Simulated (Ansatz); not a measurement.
Ansatz (a first-principles code) run on Ta₃W (I4mm, 4 atoms in the cell): self-consistent single point.

Level of theory: LDA (PW92), default PAW files made with PBE (plane waves; Ansatz).

The change in words: lattice scaled by 0.98; basis.ecutwfc: 420 eV → 735 eV. Reference geometry:
```
Ta3W
1.0
    0.00000     3.25084     3.25084
    3.25084     0.00000     3.25084
    3.25084     3.25084     0.00000
Ta W
3 1
Direct
  0.25000   0.25000   0.25000
  0.75000   0.75000   0.75000
  0.50769   0.50769   0.49231
  0.00000   0.00000   0.00000
```

Reference input (self-consistent single point, DFT, LDA (PW92), plane waves, default PAW files made with PBE): basis.ecutwfc = 420 eV; kpoints.mp_grid.grid = 7 7 7; hamiltonian.xc = lda; hamiltonian.pseudopotentials = {kind: paw} (the program's default PAW files); scf.occupations.method = gaussian; scf.occupations.width = 0.1 eV. This run's input differs from it in these lines:

Ansatz 0.2 input:
```diff
@@ -2,5 +2,5 @@
   lattice:
-    - [0.000000, 3.250839, 3.250839]
-    - [3.250839, 0.000000, 3.250839]
-    - [3.250839, 3.250839, 0.000000]
+    - [0.000000, 3.185822, 3.185822]
+    - [3.185822, 0.000000, 3.185822]
+    - [3.185822, 3.185822, 0.000000]
   atoms:
@@ -11,3 +11,3 @@
 basis:
-  ecutwfc: 420.0 eV
+  ecutwfc: 735.0 eV
 kpoints:
```

Log, with long lists cut:

```
SCF iter   1: F=—  HF=-39177.830489 eV  |F-HF|=—  |Δ(HF+E_count)|=         —  Δρ=7.33e-3  dr2=4.32e-2  ethr=1.77e-3  ⟨swp⟩=4.5  Hψ=5119  notcnv=0
all-band conjugate gradients solve this SCF's bands
preconditioner: auto → Kerker (q_TF=auto, 2.639 Å⁻¹)
SCF iter   2: F=—  HF=-39177.822078 eV  |F-HF|=—  |Δ(HF+E_count)|=   8.41e-3  Δρ=3.82e-3  dr2=7.67e-3  ethr=8.15e-5  ⟨swp⟩=1.1  Hψ=1605  notcnv=0
SCF iter   3: F=—  HF=-39177.819932 eV  |F-HF|=—  |Δ(HF+E_count)|=   2.15e-3  Δρ=1.28e-3  dr2=9.13e-4  ethr=1.45e-5  ⟨swp⟩=2.3  Hψ=1544  notcnv=0
SCF iter   4: F=—  HF=-39177.819675 eV  |F-HF|=—  |Δ(HF+E_count)|=   2.56e-4  Δρ=1.45e-4  dr2=2.24e-5  ethr=1.72e-6  ⟨swp⟩=2.0  Hψ=1625  notcnv=0
SCF iter   5: F=—  HF=-39177.819667 eV  |F-HF|=—  |Δ(HF+E_count)|=   8.72e-6  Δρ=4.95e-5  dr2=1.68e-6  ethr=4.23e-8  ⟨swp⟩=2.0  Hψ=1653  notcnv=0
SCF iter   6: F=-39177.819666 eV  HF=-39177.819667 eV  |F-HF|=4.47e-8  |Δ(HF+E_count)|=   9.89e-8  Δρ=1.19e-5  dr2=8.00e-8  ethr=1.89e-10  ⟨swp⟩=7.4  Hψ=5834  notcnv=0
SCF 1 converged in 6 iterations: F = -39177.819666 eV  dr2 = 8.00e-8
Free energy (F): -39177.819666 eV
Internal energy: -39177.794035 eV  (E = F + TS)
E sigma→0 (E₀):  -39177.806851 eV
Entropy (-TS):   -0.025631 eV (-6.408 meV/atom)
Fermi energy:    20.740682 eV
--- Forces (eV/Å), atoms counted from 1 ---
  atom   1  Ta     0.00000000    -0.00000000     0.31085636
  atom   2  Ta     0.00000000     0.00000000     0.31085636
  atom   3  Ta    -0.00000000     0.00000000    -0.73645387
  atom   4  W      0.00000000     0.00000000     0.11477288
--- Stress (GPa, compression-positive) ---
        7.848971       0.000000      -0.000000
        0.000000       7.848971       0.000000
       -0.000000       0.000000       7.791323
  P = ⅓ Tr σ = 7.8298 GPa (78.298 kbar)
  The stress holds the Pulay correction. Without it, at fixed plane waves, as pw.x and ABINIT print it: P = 7.8256 GPa
```

The run converged in 6 iterations. Against the reference run the free energy is nearly the same (within 1 meV/atom), the pressure goes from -6.92 to 7.83 GPa and the largest force goes from 0.602 to 0.736 eV/Å.

The starting cell comes from a database of computed structures (which also holds hypothetical and non-ambient phases and stackings), without a prior relaxation at this level. Its lattice was rescaled by up to half a per cent. One atom was moved a little off its site on purpose. For this run, on top of that: lattice scaled by 0.98. Spin polarisation is off. Ansatz's pressure includes its estimate of the finite-basis (Pulay) stress.
